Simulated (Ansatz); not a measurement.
Start from Zn in the hcp (Mg type) structure (space group P6_3/mmc, No. 194; a = 2.6129 Å, c = 4.7815 Å; relaxed with 0.1 eV smearing).

Structures relaxed with Kohn–Sham DFT with the PBEsol functional, run in Ansatz (a quantum-chemistry and plane-wave program) with PAW and 420 eV plane waves, no spin-orbit coupling.

Base:

Simulated powder pattern, Cu Kα1, λ = 1.54056 Å (kinematic, ideal powder, no thermal factors, no anomalous dispersion; the 10 strongest lines at most, above 2 %, up to 2θ = 90°):

```
2θ (°)  I/Imax (%)    hkl
------  ----------  -----
37.59           36  (002)
39.80           23  (100)
44.25          100  (101)
55.90           16  (102)
72.26           14  (110)
72.48           21  (103)
80.24          3.5  (004)
84.43           18  (112)
85.81          2.2  (200)
88.79           12  (201)
```

After one change:

Simulated powder pattern, Cu Kα1, λ = 1.54056 Å (kinematic, ideal powder, no thermal factors, no anomalous dispersion; the 10 strongest lines at most, above 2 %, up to 2θ = 90°):

| 2θ (°) | I/Imax (%) |
|---|---|
| 37.40 | 36 |
| 39.60 | 23 |
| 44.01 | 100 |
| 55.60 | 16 |
| 71.84 | 14 |
| 72.06 | 21 |
| 79.76 | 3.5 |
| 83.91 | 18 |
| 85.28 | 2.2 |
| 88.23 | 12 |

Question: Name the change that was made.
A. isotropic strain −1.50 %
B. isotropic strain +0.50 %
C. isotropic strain +3.00 %
D. isotropic strain −1.00 %

Answer: B, isotropic strain +0.50 %. Its volume per atom is 14.35 Å³ against 14.14 Å³, and its space group is P6_3/mmc (No. 194).

Whether these cells are dynamically stable was not tested.
